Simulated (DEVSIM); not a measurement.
System: TaN/SiO2/n-Si capacitor, at 450 K.

Layer 1 from the left is SiO2, thickness (nm) 1.60. Layer 2 from the left is Si, thickness (nm) 8100, Nd (cm⁻³) 5e15.

Metal gate on the left, work function 4.4 eV. Fixed charge at the semiconductor interface 5.6e10 cm⁻² (in units of +e); no interface traps.

Constants are typed, rounded textbook-type inputs, not results; the design itself was drawn at random and stands for no fabricated device. Values at 300 K; Nc and Nv go as T^1.5, mobilities as T to minus their exponent, the gap by Varshni's rule with the affinity fixed.

SiO2: gap (eV) 9, affinity (eV) 0.9, permittivity 3.9. Si: gap (eV) 1.124, affinity (eV) 4.05, permittivity 11.7, Nc (cm⁻³) 2.86e19, Nv (cm⁻³) 3.1e19, Varshni α (eV/K) 0.000473, Varshni β (K) 636.

DEVSIM, 1D Poisson equation in equilibrium, Boltzmann statistics, complete ionisation; no quantum confinement or tunnelling. Metal contacts follow the ideal Schottky-Mott rule: no Fermi-level pinning, no interface dipoles.

Question: What does the simulation give for the minimum of the low-frequency capacitance, the threshold voltage (band bending 2φF), the flat-band voltage?

Answer: minimum of the low-frequency capacitance 0.0452 μF/cm²; threshold voltage (band bending 2φF) -0.38 V; flat-band voltage -0.01 V.
